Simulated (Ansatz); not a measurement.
**A computed series for Be5Au: response to strain**

Base system: Be5Au (space group F-43m, No. 216).

```
CELL_PARAMETERS angstrom
      0.00000     3.03624     3.03624
      3.03624     0.00000     3.03624
      3.03624     3.03624     0.00000
ATOMIC_POSITIONS crystal
  Be 0.87423 0.37526 0.37526
  Be 0.37526 0.37526 0.37526
  Be 0.37526 0.37526 0.87423
  Be 0.37526 0.87423 0.37526
  Be 0.75000 0.75000 0.75000
  Au 0.00000 0.00000 0.00000
```

Cartesian axes are those of the cell as printed.

Strains are applied to the cell and any free atomic positions relax; under biaxial strain the out-of-plane vector relaxes too.

Level of theory: PBEsol (Ansatz, an electronic-structure program), scalar-relativistic without spin-orbit coupling.

Notes on the quantities. energy relative to the base: free energy F; pressure: mean of the normal stresses, compression positive.

| change | energy relative to the base | pressure | volume per atom |
|---|---|---|---|
| base | 0 meV/atom | 0.0 GPa | 9.33 Å³ |
| biaxial strain +2.39 %, plane normal [001], relaxed out of plane | +12 meV/atom | -5.3 GPa | 9.71 Å³ |
| isotropic strain −0.95 % | +3.5 meV/atom | 4.4 GPa | 9.07 Å³ |
| uniaxial strain ε_yy = +1.66 % | +2.6 meV/atom | -2.3 GPa | 9.48 Å³ |
| uniaxial strain ε_zz = +2.08 % | +4.0 meV/atom | -2.8 GPa | 9.52 Å³ |

Without a gap, meshes like the base's 13×13×13 leave anisotropic stresses uncertain by several tenths of a GPa, and small strain energies with them. Whether these cells are dynamically stable was not tested.
